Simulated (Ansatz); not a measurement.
SiH3 on the 1x1 (110) surface of rutile TiO2 (cut with top plane O), one in a 2x1 cell: adsorption energies (eV for each) against SiH4(g) − ½ H2(g) in Ansatz (plane waves, PAW). Structures relaxed with PBE; the other functionals are single points on them, with slab and gas at the same level. No dispersion, zero-point or thermal terms. Rows are starts at which the adsorbate stayed; left out, since it moved away, changed or didn't bind there, or the run didn't converge: over Ti at depth 1.1 Å.

Host crystal: rutile TiO2, with a band gap (PBE, scalar-relativistic without spin-orbit coupling).

Set-up: 52 atoms, 12.7 Å thick at the start under the adsorbate; mesh 4x3x1; 0.01 eV smearing; dipole correction on; 24 atoms held, the rest relaxed; each run with such symmetry as its start has; spin-polarised, no spin-orbit, no U, no dispersion correction.

| site | PBE | RPBE | r2SCAN |
|---|---|---|---|
| top O | -0.49 | -0.24 | [?] |
| over O at depth 1.2 Å | 0.09 | 0.43 | [?] |

Problem. What belongs in the gaps?

Solution. 
- top O, r2SCAN: -0.70
- over O at depth 1.2 Å, r2SCAN: -0.18

RPBE moves the energies by 0.30 eV on average against PBE and puts 'top O' lowest, as PBE does. r2SCAN moves the energies by -0.24 eV on average against PBE and puts 'top O' lowest, as PBE does.

Ansatz is an electronic-structure program.
